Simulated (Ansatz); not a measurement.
Data:

End structure of a constructed model of the (0001) surface of hcp Co, ferromagnetic, a layer of Ag in place of the third plane (bottom of the slab: a bare face, its two planes held):

```
CELL_PARAMETERS angstrom
      2.49292     0.00000     0.00000
     -1.24646     2.15893     0.00000
      0.00000     0.00000    26.50000
ATOMIC_POSITIONS crystal
  Co 0.66667 0.33333 0.30548
  Co 0.33333 0.66667 0.38157
  Co 0.66667 0.33333 0.45647
  Ag 0.33333 0.66667 0.54847
  Co 0.66667 0.33333 0.64052
  Co 0.33333 0.66667 0.71317
```

Slab: 6 atoms, 10.3 Å thick at the start with caps and adatoms (thin: gaps and levels are the slab's own); k 17x17x1, smearing 0.1 eV, dipole-corrected; 2 atoms held, the rest relaxed; symmetry of the start imposed; spin-polarised, ending with about 8.3 μB a cell; orders that need a larger cell were not tried, no spin-orbit, no U. It is one candidate, not shown to be the stable structure of the face.

Task: What is the computed work function of the top face (PBE in Ansatz, a first-principles code)?

Result: 5.02 eV
